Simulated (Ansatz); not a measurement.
For zinc-blende PbSe (model structure), PBEsol in Ansatz (PAW) gives:

- lattice constant a: 6.786 Å
- formation enthalpy: -0.266 eV/atom

### Question
What does HSE06 (Ansatz, an electronic-structure program, PAW) give for the same quantities?

### Answer

- lattice constant a: 6.859 Å (rises by 1.1 %)
- formation enthalpy: -0.393 eV/atom (moves by -0.127 eV/atom)

Changes are worked out from the printed values.

Unless a cell is named, each level is at its own relaxed cell (PBEsol 39.06, HSE06 40.34 Å³/atom).

Levels without +SOC leave out spin–orbit coupling, which shifts energies and cells of such heavy elements.

Caveats: exact exchange on metals is sensitive to the k mesh and can open a false gap (HSE06). Ansatz's density-functional and Hartree–Fock values are scalar-relativistic unless marked +SOC, with PAW data made under PBE.

A model structure was made by putting elements into a prototype or built by hand; it is no filed structure, need not be a known phase, and can be a saddle point held by its symmetry.
